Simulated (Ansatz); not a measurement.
Ca₂RuH₆ (Fm-3m), Ansatz (a first-principles code) with PBEsol, rigid bands: band gap 2.38 eV, N_c = 4.22e19 cm⁻³ and N_v = 5.98e21 cm⁻³ at 300 K, conductivity masses of 0.692 mₑ (electrons) and 12.4 mₑ (holes). Take k_BT = 0.02585 eV.

Problem. A film of it is 2 nm thick. Estimate the confinement energies in an infinite well.

Solution. ħ²π²/(2m t²) = 0.376 eV·nm²/(m/mₑ × t²) gives 136 meV for electrons and 7.58 meV for holes, so the gap would widen to about 2.52 eV. Finite barriers and nonparabolic bands lower this, and with several valleys or bands the heaviest mass along the normal sets the lowest level, not this average.

Problem. What thermal injection velocity √(2k_BT/πm) limits a ballistic channel?

Solution. 6.47e6 cm/s for electrons and 1.53e6 cm/s for holes, a ratio of √(m_h/m_e) = 4.23, for dilute carriers.

Problem. What built-in voltage has an abrupt junction with N_A = 1e16 and N_D = 1e18 cm⁻³, all dopants ionised?

Solution. V_bi = E_g/e − (k_BT/e) ln(N_c N_v/(N_A N_D)) = 2.38 − 0.02585 × 17.04 = 1.94 V. It follows the computed gap one for one.

Rigid, parabolic bands with the computed gap; masses take one relaxation time for all states. Spin-orbit coupling is left out; where it splits the top of the valence band, N_v and the p-type Seebeck coefficient come out somewhat high without it.

Computed structure with no diffraction record at hand here (it may be known, metastable or hypothetical): Ca2RuH6 (Fm-3m).
